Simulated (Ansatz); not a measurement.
Given:

End structure of a constructed model of the (111) surface of fcc Al, a pseudomorphic layer of Nb in the host's stacking (bottom of the slab: a bare face, its two planes held):

```yaml
crystal:
  lattice:
    - [2.85810, 0.00000, 0.00000]
    - [-1.42905, 2.47518, 0.00000]
    - [0.00000, 0.00000, 30.50000]
  atoms:
    - { symbol: Al, position: [0.33333, 0.66667, 0.26824] }
    - { symbol: Al, position: [0.66667, 0.33333, 0.34475] }
    - { symbol: Al, position: [0.00000, 0.00000, 0.42134] }
    - { symbol: Al, position: [0.33333, 0.66667, 0.49896] }
    - { symbol: Al, position: [0.66667, 0.33333, 0.57526] }
    - { symbol: Al, position: [0.00000, 0.00000, 0.65177] }
    - { symbol: Nb, position: [0.33333, 0.66667, 0.72675] }
```

Model: 7-atom slab, 14.1 Å thick at the start with caps and adatoms, 15x15x1 mesh, Fermi-Dirac 0.1 eV, dipole correction, single point; on the structure that PBE left under its start's symmetry; no spin, no spin-orbit, no U. In PBE it is, or lies within 0.01 eV a 1x1 cell of, the lowest of the 2 structures of its composition computed so far; subsurface sites and larger cells were not tried.

Estimate the work function of the top face that Ansatz (a program for electronic structure) with r2SCAN, at the PBE geometry returns for this input.

5.38 eV
